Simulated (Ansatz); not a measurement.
A user runs Ansatz (a first-principles code) on TiRh3 (Pm-3m, 4 atoms in the cell) and asks whether the run is sound. The aim is a self-consistent single point with DFT, LDA (PW92), plane waves, default PAW files made with PBE.

Cell that was meant: a = 3.8220 Å, b = 3.8220 Å, c = 3.8220 Å, α = 90.00°, β = 90.00°, γ = 90.00°.

Part of the input:

Ansatz 0.2 input:
```yaml
    - { symbol: Rh, position: [0.500000, 0.500000, 0.000000] }
kpoints:
  mp_grid:
    grid: [1, 1, 1]
hamiltonian:
  xc: lda
  pseudopotentials:
```

Log, with long lists cut:

```
WARN basis.ecutwfc = 420 eV, the default
WARN ansatz: RAYON_NUM_THREADS=1 ignored (pool sized by the plan → 1); use --threads N
   [... lines left out ...]
PAW frozen core: Rh, regenerated for the run's functional, and the local potential with it
Initial density: superposition of atomic densities (neutral atoms: chi_scale 0, normalization atom), corrected by the library's trained network
Initial wavefunctions: pseudopotential atomic-orbital guess
Eigensolver: davidson
Functional: x = slater, c = lda
SCF iter   1: F=—  HF=-21285.583041 eV  |F-HF|=—  |Δ(HF+E_count)|=         —  Δρ=1.39e-1  dr2=8.31e0  ethr=1.77e-3  ⟨swp⟩=4.0  Hψ=108  notcnv=0
all-band conjugate gradients solve this SCF's bands
preconditioner: auto → Resta (q_TF=auto, 2.784 Å⁻¹)
SCF iter   2: F=—  HF=-21283.920621 eV  |F-HF|=—  |Δ(HF+E_count)|=    1.66e0  Δρ=7.23e-2  dr2=1.75e0  ethr=1.77e-3  ⟨swp⟩=2.0  Hψ=75  notcnv=0  defer=1
   [... lines left out ...]
SCF iter   5: F=—  HF=-21283.451704 eV  |F-HF|=—  |Δ(HF+E_count)|=   1.59e-4  Δρ=6.49e-4  dr2=1.26e-4  ethr=2.72e-6  ⟨swp⟩=2.0  Hψ=61  notcnv=0
SCF iter   6: F=—  HF=-21283.451687 eV  |F-HF|=—  |Δ(HF+E_count)|=   1.70e-5  Δρ=1.33e-4  dr2=1.26e-5  ethr=2.01e-7  ⟨swp⟩=2.0  Hψ=56  notcnv=0
SCF iter   7: F=—  HF=-21283.451694 eV  |F-HF|=—  |Δ(HF+E_count)|=   7.24e-6  Δρ=4.85e-5  dr2=2.67e-6  ethr=2.00e-8  ⟨swp⟩=2.0  Hψ=50  notcnv=0
SCF iter   8: F=-21283.451693 eV  HF=-21283.451693 eV  |F-HF|=2.91e-8  |Δ(HF+E_count)|=   5.97e-7  Δρ=1.60e-5  dr2=7.05e-8  ethr=1.59e-10  ⟨swp⟩=3.0  Hψ=156  notcnv=0
SCF 1 converged in 8 iterations: F = -21283.451693 eV  dr2 = 7.05e-8
Free energy (F): -21283.451693 eV
Internal energy: -21283.345691 eV  (E = F + TS)
E sigma→0 (E₀):  -21283.398692 eV
Entropy (-TS):   -0.106003 eV (-26.501 meV/atom)
Fermi energy:    23.371021 eV
--- Forces (eV/Å), atoms counted from 1 ---
  atom   1  Ti     0.00000000     0.00000000     0.00000000
   [... zero for the other atoms too ...]
--- Stress (GPa, compression-positive) ---
       17.609782      -0.000000      -0.000000
       -0.000000      17.609782       0.000000
        0.000000       0.000000      17.609782
  P = ⅓ Tr σ = 17.6098 GPa (176.098 kbar)
  The stress holds the Pulay correction. Without it, at fixed plane waves, as pw.x and ABINIT print it: P = 17.5066 GPa
```

Q: Is this run sound? If not, what is wrong?

A: The run is not sound. The fault is a single k-point for a small metallic cell. One k-point cannot sample the Fermi surface of a small cell. To fix it, use a converged k-point mesh. The run converged in 8 iterations without an error; against the sound input the free energy rises by 1.34 eV/atom and the pressure goes from -10.28 to 17.61 GPa.

An input that runs soundly differs in these lines (not the only fix; some lines may just follow from the change or write a value another way):
```diff
-    grid: [1, 1, 1]
+    grid: [6, 6, 6]
```

With that input, the run converged in 7 iterations: free energy E − TS (on the zero of these files) -21288.8009 eV; Fermi level (on the code's own zero) 20.20 eV; pressure -10.28 GPa (DFT, LDA (PW92), plane waves, default PAW files made with PBE).

On the sound input: the starting cell comes from a database of published, mostly measured structures (it also holds non-ambient and calculated ones), without a prior relaxation at this level. Spin polarisation is off. With a pressure of about -10 GPa the cell is away from its equilibrium volume at this level. Ansatz's pressure includes its estimate of the finite-basis (Pulay) stress.
